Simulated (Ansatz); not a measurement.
The parent structure is CdS in the wurtzite structure (space group P6_3mc, No. 186; a = 4.074 Å, c = 6.637 Å). Axes: x lies along a and z along c of the hexagonal cell.

Calculations: LDA (Ansatz, an electronic-structure program; PAW; 420 eV plane waves; without spin-orbit coupling).

Perturbation: the cell is scaled by 1.0120 in all directions, atoms relaxed at fixed cell.

Question: Predict the stress tensor and what it implies for the stiffness.

Answer: Stress of the strained cell less that of the base (GPa, compression positive):
```
  -2.23    0.00    0.00
   0.00   -2.23    0.00
   0.00    0.00   -2.24
```

Then B = −ΔP/(ΔV/V₀) with ΔV/V₀ = 0.0364 gives secant stiffness values (nonlinear terms included at this strain): B (at held cell shape, above the free-shape value) ≈ 61 GPa.

As a check, the harmonic strain energy −½ V₀ Δσ:ε is 6.0 meV/atom; the computed energy rise is 6.3 meV/atom.

No phonon test of stability was made.
